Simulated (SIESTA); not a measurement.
# A self-consistent single point of Pd (Fm-3m, 1 atom in the cell) with SIESTA

Level of theory: GGA PBE, numerical atomic orbitals TZP, PseudoDojo PBE standard norm-conserving potentials (rewritten from UPF to PSML) (SIESTA).

Input:

```
# files in the folder: Pd.psml (PseudoDojo PBE standard)
SystemName  Pd
SystemLabel Pd

NumberOfAtoms                1
NumberOfSpecies              1
%block ChemicalSpeciesLabel
  1 46 Pd
%endblock ChemicalSpeciesLabel
LatticeConstant              2.729190 Ang
%block LatticeVectors
     0.000000000    0.707106871    0.707106871
     0.707106871    0.000000000    0.707106871
     0.707106871    0.707106871    0.000000000
%endblock LatticeVectors
AtomicCoordinatesFormat      Fractional
%block AtomicCoordinatesAndAtomicSpecies
     0.000000000    0.000000000    0.000000000  1
%endblock AtomicCoordinatesAndAtomicSpecies

XC.functional                GGA
XC.authors                   PBE
PAO.BasisSize                TZP
PAO.EnergyShift              0.005 Ry
MeshCutoff                   400 Ry
%block kgrid.MonkhorstPack
   15   0   0  0.0
    0  15   0  0.0
    0   0  15  0.0
%endblock kgrid.MonkhorstPack
OccupationFunction           MP
OccupationMPOrder            0
ElectronicTemperature        1578.21 K

MaxSCFIterations             150
SCF.Mixer.Method             Broyden
SCF.Mixer.Weight             0.1
SCF.Mixer.History            6
SCF.DM.Tolerance             1.0E-04
Diag.ParallelOverK           true
WriteForces                  true
```

The program printed (abridged):

```
reinit: Reading from file input.fdf

reinit: System Name: Pd
reinit: System Label: Pd

coor:   Atomic-coordinates input format  =     Fractional

siesta: Atomic coordinates (Bohr) and species
siesta:      0.00000   0.00000   0.00000  1        1

siesta: System type = bulk

initatomlists: Number of atoms, orbitals, and projectors:      1    25    18

siesta: ******************** Simulation parameters ****************************
redata: Spin configuration                          = none
redata: Time-Reversal Symmetry                      = T
redata: Number of Atomic Species                    =        1
redata: Mesh Cutoff                                 =   400.0000 Ry
redata: Net charge of the system                    =     0.0000 |e|
redata: Min. number of SCF Iter                     =        0
redata: Max. number of SCF Iter                     =      150
redata: SCF convergence failure will abort job
redata: SCF mix quantity                            = Hamiltonian
redata: Mix DM or H after convergence               =   F
redata: Recompute H after scf cycle                 =   F
redata: Mix DM in first SCF step                    =   T
redata: No kicks to SCF
redata: DM Mixing Weight for Kicks                  =     0.5000
redata: Require Harris convergence for SCF          =   F
redata: Harris energy tolerance for SCF             =     0.000100 eV
redata: Require DM convergence for SCF              =   T
redata: DM tolerance for SCF                        =     0.000100
redata: Require EDM convergence for SCF             =   F
redata: EDM tolerance for SCF                       =     0.001000 eV
redata: Require H convergence for SCF               =   T
redata: Hamiltonian tolerance for SCF               =     0.001000 eV
redata: Require (free) Energy convergence for SCF   =   F
redata: (free) Energy tolerance for SCF             =     0.000100 eV
redata: Using DFT-D3 dispersion                     =   F
redata: Using Saved Data (generic)                  =   F
redata: Method of Calculation                       = Diagonalization
redata: Electronic Temperature                      =  1578.2100 K
redata: Number of TDED substeps                     =        3
redata: Dynamics option                             = Single-point calculation
redata: Save all siesta data in one NC              =   F
redata: ***********************************************************************

%block SCF.Mixers
  Broyden
%endblock SCF.Mixers

%block SCF.Mixer.Broyden
  # Mixing method
  method broyden

  # Mixing options
  weight 0.1000
  weight.linear 0.1000
  weight.prime 0.1000
  history 6
%endblock SCF.Mixer.Broyden

DM_history_depth set to one: no extrapolation allowed by default for geometry relaxation
Size of DM history Fstack: 1
Total number of electrons:    18.000000
Total ionic charge:    18.000000

* ProcessorY, Blocksize:    1  26

* Orbital distribution balance (max,min):    25    25

 Kpoints in:         1800 . Kpoints trimmed:         1688

siesta: k-grid: Number of k-points = 1688
siesta: k-points from Monkhorst-Pack grid
siesta: k-cutoff (effective) =    20.469 Ang
siesta: k-point supercell and displacements
siesta: k-grid:    15     0     0      0.000
siesta: k-grid:     0    15     0      0.000
siesta: k-grid:     0     0    15      0.000

diag: Algorithm                                     = D&C
diag: Parallel over k                               =   F
diag: Use parallel 2D distribution                  =   F
diag: Parallel block-size                           = 26
diag: Parallel distribution                         =     1 x     1
diag: Used triangular part                          = Lower
diag: Absolute tolerance                            =  0.100E-15
diag: Orthogonalization factor                      =  0.100E-05
diag: Memory factor                                 =  1.0000

superc: Internal auxiliary supercell:     9 x     9 x     9  =     729
superc: Number of atoms, orbitals, and projectors:    729  18225  13122

                        Single-point calculation

superc: Internal auxiliary supercell:     9 x     9 x     9  =     729
superc: Number of atoms, orbitals, and projectors:    729  18225  13122

outcell: Unit cell vectors (Ang):
        0.000000    1.929829    1.929829
        1.929829    0.000000    1.929829
        1.929829    1.929829    0.000000

outcell: Cell vector modules (Ang)   :    2.729190    2.729190    2.729190
outcell: Cell angles (23,13,12) (deg):     60.0000     60.0000     60.0000
outcell: Cell volume (Ang**3)        :     14.3743
new_DM -- step:     1
Initializing Density Matrix...

Attempting to read DM from file... Failed...
DM filled with atomic data:

InitMesh: MESH = 30 x 30 x 30 = 27000
InitMesh: Mesh cutoff (required, used) =   400.000   500.920 Ry

stepf: Methfessel-Paxton step function
       Using Hermite-Gauss polynomials of order  0

        iscf     Eharris(eV)        E_KS(eV)     FreeEng(eV)     dDmax    Ef(eV) dHmax(eV)
   scf:    1    -3677.441716    -3686.178634    -3686.197966  2.003883 -6.718013  0.124508
   scf:    2    -3686.179164    -3686.178908    -3686.198270  0.008919 -6.715886  0.092606
   scf:    3    -3686.179539    -3686.179274    -3686.198730  0.022494 -6.713734  0.032765
   scf:    4    -3686.179224    -3686.179252    -3686.198862  0.014137 -6.729182  0.017292
   scf:    5    -3686.179017    -3686.179137    -3686.198900  0.012562 -6.745210  0.000680
   scf:    6    -3686.179136    -3686.179136    -3686.198900  0.000034 -6.745280  0.000637

SCF Convergence by DM+H criterion
max |DM_out - DM_in|         :     0.0000339097
max |H_out - H_in|      (eV) :     0.0006366314
SCF cycle converged after 6 iterations

Using DM_out to compute the final energy and forces

siesta: E_KS(eV) =            -3686.1791

siesta: E_KS - E_eggbox =     -3686.1791

siesta: Atomic forces (eV/Ang):
     1    0.000000   -0.000000   -0.000000
   Tot    0.000000   -0.000000   -0.000000
   Max    0.000000
   Res    0.000000    sqrt( Sum f_i^2 / 3N )
   Max    0.000000    constrained

Stress tensor Voigt[x,y,z,yz,xz,xy] (kbar):     -139.49     -139.49     -139.49       -0.16       -0.16       -0.16
(Free)E + p*V (eV/cell)    -3684.9474
Target enthalpy (eV/cell)    -3686.1989

siesta: Program's energy decomposition (eV):
siesta: Ebs     =      -616.558899
siesta: Eions   =      4961.255654
siesta: Ena     =       583.342671
siesta: Ekin    =      1234.231273
siesta: Enl     =        35.773146
siesta: Eso     =         0.000000
siesta: Edftu   =         0.000000
siesta: DEna    =        -2.490192
siesta: DUscf   =         0.021430
siesta: DUext   =         0.000000
siesta: Ex      =      -543.022585
siesta: Ec      =       -32.779226
siesta: Exc     =      -575.801810
siesta: Eharris =     -3686.179136
siesta: Etot    =     -3686.179136
siesta: FreeEng =     -3686.198900

siesta: Stress tensor (static) (eV/Ang**3):
siesta:    -0.087063   -0.000097   -0.000097
siesta:    -0.000097   -0.087063   -0.000097
siesta:    -0.000097   -0.000097   -0.087063

siesta: Cell volume =         14.374293 Ang**3

siesta: Pressure (static):
siesta:                Solid            Molecule  Units
siesta:           0.00094823          0.00094823  Ry/Bohr**3
siesta:           0.08706291          0.08706291  eV/Ang**3
siesta:         139.49015848        139.49015848  kBar
```

The run converged in 6 iterations.

The starting cell has typed, rounded lattice constants, without a prior relaxation at this level. Its lattice was rescaled by a random factor within 2.5 % of one. Spin polarisation is off. Values carry the incompleteness of an atom-centred basis. With a pressure of about 14 GPa the cell is away from its equilibrium volume at this level.

Cost on one core of a shared machine: roughly 60 s.
